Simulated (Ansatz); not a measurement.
Worked example: self-consistent single point of TcN (F-43m, 2 atoms in the cell) in Ansatz (a quantum-chemistry and plane-wave program).

Computed with PBEsol, PAW files (plane waves; Ansatz).

The change in words: lattice scaled by 0.98. Reference geometry:
```yaml
crystal:
  lattice:
    - [0.00000, 2.29540, 2.29540]
    - [2.29540, 0.00000, 2.29540]
    - [2.29540, 2.29540, 0.00000]
  atoms:
    - { symbol: Tc, position: [0.00000, 0.00000, 0.00000] }
    - { symbol: N, position: [0.75000, 0.75000, 0.75000] }
```

Reference input (self-consistent single point, DFT, PBEsol, plane waves, PAW files): kpoints.mp_grid.grid = 8 8 8; hamiltonian.xc = pbesol; hamiltonian.pseudopotentials = {kind: paw} (the program's default PAW files); scf.occupations.method = gaussian; scf.occupations.width = 0.272 eV. This run's input differs from it in these lines:

```diff
@@ -3,5 +3,5 @@
   lattice:
-    - [0.00000000, 2.29539500, 2.29539500]
-    - [2.29539500, 0.00000000, 2.29539500]
-    - [2.29539500, 2.29539500, 0.00000000]
+    - [0.00000000, 2.24948700, 2.24948700]
+    - [2.24948700, 0.00000000, 2.24948700]
+    - [2.24948700, 2.24948700, 0.00000000]
   atoms:
```

The program printed (abridged):

```
SCF iter   1: F=—  HF=-5716.365903 eV  |F-HF|=—  |Δ(HF+E_count)|=         —  Δρ=6.38e-2  dr2=6.05e-1  ethr=3.10e-3  ⟨swp⟩=5.0  Hψ=1871  notcnv=0
all-band conjugate gradients solve this SCF's bands
preconditioner: auto → none
SCF iter   2: F=—  HF=-5716.270991 eV  |F-HF|=—  |Δ(HF+E_count)|=   9.49e-2  Δρ=3.74e-2  dr2=2.59e-1  ethr=3.03e-3  ⟨swp⟩=1.0  Hψ=638  notcnv=0
SCF iter   3: F=—  HF=-5716.197253 eV  |F-HF|=—  |Δ(HF+E_count)|=   7.37e-2  Δρ=3.25e-3  dr2=1.10e-3  ethr=1.29e-3  ⟨swp⟩=2.2  Hψ=531  notcnv=0
SCF iter   4: F=—  HF=-5716.197521 eV  |F-HF|=—  |Δ(HF+E_count)|=   2.68e-4  Δρ=5.54e-4  dr2=3.52e-5  ethr=5.48e-6  ⟨swp⟩=2.3  Hψ=699  notcnv=0
SCF iter   5: F=—  HF=-5716.197531 eV  |F-HF|=—  |Δ(HF+E_count)|=   9.47e-6  Δρ=6.77e-5  dr2=7.75e-7  ethr=1.76e-7  ⟨swp⟩=2.3  Hψ=677  notcnv=0
SCF iter   6: F=-5716.197531 eV  HF=-5716.197531 eV  |F-HF|=1.60e-8  |Δ(HF+E_count)|=   6.11e-8  Δρ=1.10e-5  dr2=2.19e-8  ethr=5.00e-10  ⟨swp⟩=6.5  Hψ=1939  notcnv=0
SCF 1 converged in 6 iterations: F = -5716.197531 eV  dr2 = 2.19e-8
Free energy (F): -5716.197531 eV
Internal energy: -5716.149136 eV  (E = F + TS)
E sigma→0 (E₀):  -5716.173333 eV
Entropy (-TS):   -0.048395 eV (-24.197 meV/atom)
Fermi energy:    17.480851 eV
--- Forces (eV/Å), atoms counted from 1 ---
  atom   1  Tc    -0.00000000     0.00000000    -0.00000000
  atom   2  N      0.00000000    -0.00000000     0.00000000
--- Stress (GPa, compression-positive) ---
        5.897124       0.000000      -0.000000
        0.000000       5.897124      -0.000000
        0.000000      -0.000000       5.897124
  P = ⅓ Tr σ = 5.8971 GPa (58.971 kbar)
  The stress holds the Pulay correction. Without it, at fixed plane waves, as pw.x and ABINIT print it: P = 5.8757 GPa
```

The run converged in 6 iterations. Against the reference run the free energy goes down by 13.3 meV/atom and the pressure goes from -10.93 to 5.90 GPa.

The starting cell comes from a database of computed structures (which also holds hypothetical and non-ambient phases and stackings), without a prior relaxation at this level. For this run, on top of that: lattice scaled by 0.98. Spin polarisation is off. With a pressure of about 6 GPa the cell is away from its equilibrium volume at this level. Ansatz's pressure includes its estimate of the finite-basis (Pulay) stress.

Keys are those of Ansatz 0.2.
